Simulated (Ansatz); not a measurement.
End structure of a constructed model of the (0001) surface of hcp Mg, a layer of V in place of the second plane (bottom of the slab: a bare face, its two planes held):

```xyz
6
Lattice="3.1990 0.0000 0.0000 -1.5995 2.7704 0.0000 0.0000 0.0000 29.5000" Properties=species:S:1:pos:R:3 pbc="T T T"
Mg     1.5995     0.9235     8.2041
Mg     0.0000     1.8470    10.7937
Mg     1.5995     0.9235    13.4254
Mg     0.0000     1.8470    16.0542
V      1.5995     0.9235    18.3579
Mg     0.0000     1.8470    20.6346
```

Set-up: 6 atoms, 13.1 Å thick at the start; mesh 13x13x1; 0.1 eV smearing; dipole correction on; 2 atoms held, the rest relaxed; start symmetry kept, larger cells not searched; spin-polarised, ending with about 2.6 μB a cell; orders that need a larger cell were not tried, no spin-orbit, no U. It is one candidate, not shown to be the stable structure of the face.

Q: Estimate the work function of the top face that PBE run with Ansatz (a first-principles code) returns for this input.

A: 3.73 eV
